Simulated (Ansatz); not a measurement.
CsCl-type NiAl, treated with PBE-D3(BJ) in Ansatz (PAW).

The input as run:

Ansatz 0.2 input:
```yaml
crystal:
  lattice:
    - [2.9133029719, 0.0, 0.0]
    - [0.0, 2.9133029719, 0.0]
    - [0.0, 0.0, 2.9133029719]
  atoms:
    - { symbol: Al, position: [0.5, 0.5, 0.5] }
    - { symbol: Ni, position: [0.0, 0.0, 0.0] }
basis:
  ecutwfc: 520
  ecutrho_ratio: 4
  xc_grid: 2
kpoints:
  mp_grid: { grid: [20, 20, 20] }
hamiltonian:
  xc: pbe
  dispersion: d3bj
  pseudopotentials: { kind: paw }
scf:
  occupations: { method: fermi_dirac, width: 0.05 }
  convergence: { dr2_threshold: 0.0000000002 }
output:
  forces: true
  stress: true
  eigenvalues: true
```

**Question.** How many irreducible k-points, plane waves at Γ does the program set up, and what pressure does the run end with?

**Answer.** 286 irreducible k-points, 691 plane waves at Γ; P = -8.83 GPa, so the cell is stretched on average and its volume would shrink at this level.

Excerpt of the program's output:

```
Crystal: 2 atoms, lattice volume = 24.726 Å³
Basis set: ecut = 520 eV, 691 PW (Γ), exchange–correlation on 48×48×48 points (8 copies of the dense FFT grid, shifted against one another)
Bands: 15, of which v1, the nominal top of the filled ones, is band 11 counted from 1 (10 counted from 0)
Symmetry: 48 space group operations
Space group: Pm-3m (ITA 221), of the structure as read, at distance tolerance 2.9e-5 Å
k-points: 286 of 8000
Functional: x = pbe(κ = 0.804, μ = 0.2195149727645171), c = pbe(β = 0.06672455060314922)
SCF iter   1: F=—  HF=-6379.387036 eV  |F-HF|=—  |Δ(HF+E_count)|=         —  Δρ=1.02e-3  dr2=1.02e-4
SCF iter   2: F=—  HF=-6379.386852 eV  |F-HF|=—  |Δ(HF+E_count)|=   1.84e-4  Δρ=7.14e-4  dr2=4.15e-5
  ...
SCF iter   5: F=—  HF=-6379.386884 eV  |F-HF|=—  |Δ(HF+E_count)|=   1.04e-7  Δρ=6.02e-6  dr2=3.85e-9
SCF iter   6: F=-6379.386884 eV  HF=-6379.386884 eV  |F-HF|=2.64e-11  |Δ(HF+E_count)|=  4.90e-10  Δρ=9.35e-7  dr2=7.86e-11
SCF 1 converged in 6 iterations: F = -6379.386884 eV  dr2 = 7.86e-11
SCF converged after 6 iterations
Free energy (F): -6379.386884 eV
Internal energy: -6379.379179 eV  (E = F + TS)
E sigma→0 (E₀):  -6379.383032 eV
Fermi energy:    13.415125 eV
--- Forces (eV/Å), atoms counted from 1 ---
  atom   1  Al     0.00000000     0.00000000     0.00000000
  atom   2  Ni    -0.00000000     0.00000000    -0.00000000
--- Stress (GPa, compression-positive) ---
       -8.829886       0.000000       0.000000
        0.000000      -8.829886       0.000000
        0.000000       0.000000      -8.829886
  P = ⅓ Tr σ = -8.8299 GPa (-88.299 kbar)
```

The cell is one volume of an energy–volume scan, off the minimum.

The result took roughly 7 core-seconds.

Ansatz is a program for electronic structure.
